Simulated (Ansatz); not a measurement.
TlBr (Pm-3m): band-edge transport data

Given:

```yaml
crystal:
  lattice:
    - [3.84231, 0.00000, 0.00000]
    - [0.00000, 3.84231, 0.00000]
    - [0.00000, 0.00000, 3.84231]
  atoms:
    - { symbol: Tl, position: [0.00000, 0.00000, 0.00000] }
    - { symbol: Br, position: [0.50000, 0.50000, 0.50000] }
```

Method: PBEsol+D3BJ with spin-orbit coupling, rigid bands (plane waves, PAW; Ansatz, a first-principles code). Condition of this run: spin-orbit coupling switched on. How the cell was made: cell and atoms relaxed with PBEsol+d3bj.

```yaml
band_gap: 0.63 eV
electron conductivity mass (300 K, dilute): 0.27 mₑ
hole conductivity mass (300 K, dilute): 0.29 mₑ
effective density of states N_c (300 K): 3.5e18 cm⁻³
effective density of states N_v (300 K): 1.2e19 cm⁻³
density_of_states_mass_electrons: 0.27 mₑ
density_of_states_mass_holes: 0.61 mₑ
Seebeck coefficient, n-type 1e19 cm⁻³, 300 K: -142 μV/K
Seebeck coefficient, p-type 1e19 cm⁻³, 300 K: 233 μV/K
```

Rigid bands; masses and Seebeck coefficients take one relaxation time τ for all states and one kind of carrier; polarons and phonon drag are left out. Geometry: cell and atoms relaxed with PBEsol+D3(BJ).
